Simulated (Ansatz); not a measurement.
A TiO2 chain of edge-sharing tetrahedra, relaxed period 5.409 Å, atoms relaxed at each strain.

| strain | energy (meV a period) | axial force (nN) |
|---|---|---|
| -0.015 | +27.7 | -1.10 |
| +0.015 | +26.5 | +1.04 |

Computed with PBE+D3(BJ) (plane waves to 420 eV, PAW; Ansatz, an electronic-structure program). Mesh 1×1×60. No spin polarisation, so a magnetic state wasn't tested. Isolated but for its images some 11 Å away. A hypothetical model. Only distortions within the start's symmetry and period were free. Pairing along the axis, which can open a gap, is among the distortions not tried. Buckling under compression is shut out by symmetry and the short period. Energies are free energies at a Fermi–Dirac width of 0.02 eV, from the unstrained cell.

Problem. Work out the axial stiffness dF/dε in two ways.

Solution. From the forces: (+1.04 − (-1.10))/0.030 = 71.3 nN. From the energies: (E₊ + E₋)/(ε² c) = 0.0542 eV/(0.015² × 5.409 Å) = 44.53 eV/Å = 71.3 nN. The two agree to within 1 %.
